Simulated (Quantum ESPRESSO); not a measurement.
Input and output of a zone-centre phonon calculation for ZrAu (P4/mmm, 2 atoms in the cell) (Quantum ESPRESSO).

Computed with LDA (PZ), GBRV 1.5 ultrasoft (LDA) pseudopotentials (plane waves; Quantum ESPRESSO).

```
CELL_PARAMETERS angstrom
      3.15616     0.00000     0.00000
      0.00000     3.15616     0.00000
      0.00000     0.00000     3.90579
ATOMIC_POSITIONS crystal
  Zr 0.00000 0.00000 0.00000
  Au 0.50000 0.50000 0.50000
```

Reference input (self-consistent single point, DFT, LDA (PZ), plane waves, GBRV 1.5 ultrasoft (LDA) pseudopotentials): ecutwfc = 40 Ry; ecutrho = 320 Ry; occupations = smearing; smearing = gauss; degauss = 0.0073499 Ry; potentials = {Zr: zr_lda_v1.uspp.F.UPF, Au: au_lda_v1.uspp.F.UPF}; K_POINTS = automatic 7 7 7 0 0 0; conv_thr = 1e-11 Ry. This run's input differs from it in these lines:

```diff
@@ -12,4 +12,4 @@
  ntyp = 2
- ecutwfc = 40
- ecutrho = 320
+ ecutwfc = 24
+ ecutrho = 192
  occupations = 'smearing'
```

Step 2 (ph.x):

```fortran
phonons at the zone centre
&inputph
 prefix = 'pwscf'
 outdir = './out'
 tr2_ph = 1.0d-14
 fildyn = 'dyn.G'
/
0.0 0.0 0.0
```

Step 3 (dynmat.x):

```fortran
&input
 fildyn = 'dyn.G'
 asr = 'crystal'
/
```

Output, abridged:

Output of step 1:

```
     Self-consistent Calculation

     iteration #  1     ecut=    24.00 Ry     beta= 0.70

     negative rho (up, down):  6.357E-02 0.000E+00

     total energy              =    -213.92091749 Ry
     estimated scf accuracy    <       0.57255696 Ry

     iteration #  2     ecut=    24.00 Ry     beta= 0.70

     negative rho (up, down):  6.393E-02 0.000E+00

     total energy              =    -214.07663390 Ry
     estimated scf accuracy    <       1.61378132 Ry

     iteration #  3     ecut=    24.00 Ry     beta= 0.70

     negative rho (up, down):  6.466E-02 0.000E+00

     total energy              =    -214.28203483 Ry
     estimated scf accuracy    <       0.03460973 Ry

   [... 7 blocks of this kind left out ...]

     iteration # 11     ecut=    24.00 Ry     beta= 0.70

     negative rho (up, down):  6.484E-02 0.000E+00

     total energy              =    -214.29154193 Ry
     estimated scf accuracy    <          2.7E-11 Ry

     iteration # 12     ecut=    24.00 Ry     beta= 0.70

     negative rho (up, down):  6.484E-02 0.000E+00
     End of self-consistent calculation

     the Fermi energy is    15.3098 ev

!    total energy              =    -214.29154193 Ry
     estimated scf accuracy    <          9.7E-12 Ry
     smearing contrib. (-TS)   =      -0.00096753 Ry
     internal energy E=F+TS    =    -214.29057439 Ry

     convergence has been achieved in  12 iterations

     negative rho (up, down):  6.484E-02 0.000E+00

     Forces acting on atoms (cartesian axes, Ry/au):

     atom    1 type  1   force =     0.00000000    0.00000000    0.00000000
     atom    2 type  2   force =     0.00000000    0.00000000    0.00000000

     Total force =     0.000000     Total SCF correction =     0.000000

     negative rho (up, down):  6.484E-02 0.000E+00
          total   stress  (Ry/bohr**3)                   (kbar)     P=      -74.49
  -0.00053665   0.00000000   0.00000000          -78.94        0.00        0.00
   0.00000000  -0.00053665   0.00000000            0.00      -78.94        0.00
   0.00000000   0.00000000  -0.00044580            0.00        0.00      -65.58

   JOB DONE.
```

Output of step 2:

```
     Reading xml data from directory:

     ./out/pwscf.save/

     G-vector sticks info
     --------------------
     sticks:   dense  smooth     PW     G-vecs:    dense   smooth      PW
     Sum         553     277     89                11833     4171     805

     negative rho (up, down):  6.484E-02 0.000E+00
     Reading collected, re-writing distributed wavefunctions in ./out/

     Number and degeneracy of irreps per q-point
       N         xq(1)         xq(2)         xq(3)   N irreps
       1   0.000000000   0.000000000   0.000000000       4
        1   1   2   2

     Calculation of q =    0.0000000   0.0000000   0.0000000

     phonons at the zone centre

     bravais-lattice index     =            0
     lattice parameter (alat)  =       5.9643  a.u.
   [... lines left out ...]
                                                       1.900

     Mode symmetry, D_4h(4/mmm) point group:

     Atomic displacements:
     There are    4 irreducible representations

     Representation     1      1 modes -  To be done

     Representation     2      1 modes -  To be done

     Representation     3      2 modes -  To be done

     Representation     4      2 modes -  To be done

     Alpha used in Ewald sum =   1.9000

     negative rho (up, down):  6.484E-02 0.000E+00
     Representation #   1 mode #   1

     Self-consistent Calculation

      iter #   1   av.it.:   7.2
      thresh= 1.000E-02 alpha_mix =  0.700 |ddv_scf|^2 =  8.549E-05

      iter #   2   av.it.:  11.3
      thresh= 9.246E-04 alpha_mix =  0.700 |ddv_scf|^2 =  6.508E-05

   [... 4 blocks of this kind left out ...]

      iter #   7   av.it.:  11.0
      thresh= 5.361E-08 alpha_mix =  0.700 |ddv_scf|^2 =  1.014E-15
     End of self-consistent calculation

     Convergence has been achieved

     Representation #   2 mode #   2

   [... 2 blocks of this kind left out ...]

     Self-consistent Calculation

      iter #   1   av.it.:   6.9
      thresh= 1.000E-02 alpha_mix =  0.700 |ddv_scf|^2 =  6.106E-06

      iter #   2   av.it.:  13.0
      thresh= 2.471E-04 alpha_mix =  0.700 |ddv_scf|^2 =  1.066E-06

   [... 4 blocks of this kind left out ...]

      iter #   7   av.it.:  12.7
      thresh= 1.193E-08 alpha_mix =  0.700 |ddv_scf|^2 =  2.185E-16

     End of self-consistent calculation

     Convergence has been achieved

     Number of q in the star =    1
     List of q in the star:
          1   0.000000000   0.000000000   0.000000000

     Diagonalizing the dynamical matrix

     q = (    0.000000000   0.000000000   0.000000000 )

   [... lines left out ...]
     freq (    5) =       3.117977 [THz] =     104.004524 [cm-1]
     freq (    6) =       4.050354 [THz] =     135.105266 [cm-1]
 **************************************************************************

     Mode symmetry, D_4h(4/mmm) point group:

     freq (   1-   2) =         -4.3  [cm-1]   --> E_u  X_5' M_5'  I
     freq (   3-   3) =         -2.9  [cm-1]   --> A_2u X_4' M_4'  I
     freq (   4-   5) =        104.0  [cm-1]   --> E_u  X_5' M_5'  I
     freq (   6-   6) =        135.1  [cm-1]   --> A_2u X_4' M_4'  I
   JOB DONE.
```

Output of step 3:

```
     diagonalizing the dynamical matrix ...

 q =      0.00000000     0.00000000     0.00000000
 **************************************************************************
     freq (    1) =       0.000000 [THz] =       0.000001 [cm-1]
 (  0.000000   0.000000     0.000000   0.000000    -0.707107   0.000000   )
 (  0.000000   0.000000     0.000000   0.000000    -0.707107   0.000000   )
     freq (    2) =       0.000000 [THz] =       0.000001 [cm-1]
 ( -0.007296   0.000000    -0.707069   0.000000     0.000000   0.000000   )
 ( -0.007296   0.000000    -0.707069   0.000000     0.000000   0.000000   )
     freq (    3) =       0.000000 [THz] =       0.000002 [cm-1]
 ( -0.707069   0.000000     0.007296   0.000000     0.000000   0.000000   )
 ( -0.707069   0.000000     0.007296   0.000000     0.000000   0.000000   )
     freq (    4) =       3.120405 [THz] =     104.085501 [cm-1]
 (  0.481902   0.000000     0.768864  -0.000000     0.000000   0.000000   )
 ( -0.223190   0.000000    -0.356095   0.000000     0.000000   0.000000   )
     freq (    5) =       3.120405 [THz] =     104.085501 [cm-1]
 (  0.768864   0.000000    -0.481902   0.000000     0.000000   0.000000   )
 ( -0.356095   0.000000
     Polarizability (A^3 units)
     multiply by 1.000000 for Clausius-Mossotti correction
         0.000000    0.000000    0.000000
         0.000000    0.000000    0.000000
         0.000000    0.000000    0.000000

     IR activities are in (D/A)^2/amu units

# mode   [cm-1]    [THz]      IR
    1      0.00    0.0000    0.0000
    2      0.00    0.0000    0.0000
    3      0.00    0.0000    0.0000
    4    104.09    3.1204    0.0000
    5    104.09    3.1204    0.0000
    6    135.17    4.0523    0.0000

   JOB DONE.
```

The run converged in 12 iterations. 

Summary of the result:
| Quantity | Value |
|---|---|
| Free energy E − TS | -2915.5850 eV |
| Fermi level (on the code's own zero) | 15.31 eV |
| Pressure | -7.45 GPa |
| Zone-centre frequencies (cm⁻¹; negative means imaginary) | 0, 0, 0, 104, 104, 135 |

The starting cell comes from a database of computed structures (which also holds hypothetical and non-ambient phases and stackings), without a prior relaxation at this level. Its lattice was rescaled by up to half a per cent.
